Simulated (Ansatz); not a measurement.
Base system: HfSi2 (space group Cmcm, No. 63; a = 3.650 Å, b = 14.350 Å, c = 3.635 Å). Axes: x, y, z lie along a, b, c of the conventional cell.

The values are results of PBEsol/PAW in Ansatz (an electronic-structure program), no spin-orbit coupling, not measurements.

Strains are applied to the cell and any free atomic positions relax; under stress the whole cell relaxes.

One change was made to it. Results:

The energy goes up by 13 meV/atom; the volume per atom falls by 0.20 Å³, from 15.87 Å³ to 15.67 Å³; the band gap is still zero.

Task: What was done to the base?
(A) strain tensor (xx, yy, zz, yz, xz, xy) = (+0.11, +2.39, −1.39, +0.26, −0.56, +0.77) %
(B) uniaxial strain ε_xx = +2.01 %
(C) tensor shear ε_xy = +1.31 %
(D) uniaxial stress, 8 GPa compression along z

Result: D, uniaxial stress, 8 GPa compression along z. For comparison, the energy relative to the base in the other runs: tensor shear ε_xy = +1.31 % gives +4.0 meV/atom; strain tensor (xx, yy, zz, yz, xz, xy) = (+0.11, +2.39, −1.39, +0.26, −0.56, +0.77) % gives +8.0 meV/atom; uniaxial strain ε_xx = +2.01 % gives +4.9 meV/atom.

Without a gap, meshes like the base's 13×13×13 leave anisotropic stresses uncertain by several tenths of a GPa, and small strain energies with them. Stability under load was not tested beyond the relaxation. All final runs are without spin polarisation.
